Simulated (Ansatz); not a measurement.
Band structure of ScAl3 (Pm-3m, 4 atoms in the cell).

```
ScAl3
1.0
    3.99788     0.00000     0.00000
    0.00000     3.99788     0.00000
    0.00000     0.00000     3.99788
Sc Al
1 3
Direct
  0.00000   0.00000   0.00000
  0.50000   0.00000   0.50000
  0.00000   0.50000   0.50000
  0.50000   0.50000   0.00000
```

Method: PBE (plane waves, PAW; Ansatz, a quantum-chemistry and plane-wave program).

Settings: kpoints.mp_grid.grid = 7 7 7; hamiltonian.xc = pbe; hamiltonian.pseudopotentials = {kind: paw} (the program's default PAW files); scf.occupations.method = fermi_dirac; scf.occupations.width = 0.0073 Ry; kpoints.band_path.npoints = 8.

The starting cell comes from a database of computed structures (which also holds hypothetical and non-ambient phases and stackings), without a prior relaxation at this level. Its lattice was rescaled by a random factor within 2.5 % of one.

Levels in eV from the Fermi level, bands 7 to 13:
```
point      7      8      9     10     11    12    13
-----  -----  -----  -----  -----  -----  ----  ----
Γ      -2.64  -1.77  -1.77  -1.77   1.32  1.39  1.39
X      -1.75  -1.75  -1.55   1.16   1.16  1.32  1.42
M      -5.67  -4.45  -0.52  -0.52   1.28  1.52  2.29
R      -4.84  -4.64  -2.96  -2.96  -2.96  1.19  2.85
```

Bands cross the Fermi level along this path, so the cell is metallic at this level.

Keys are those of Ansatz 0.2.
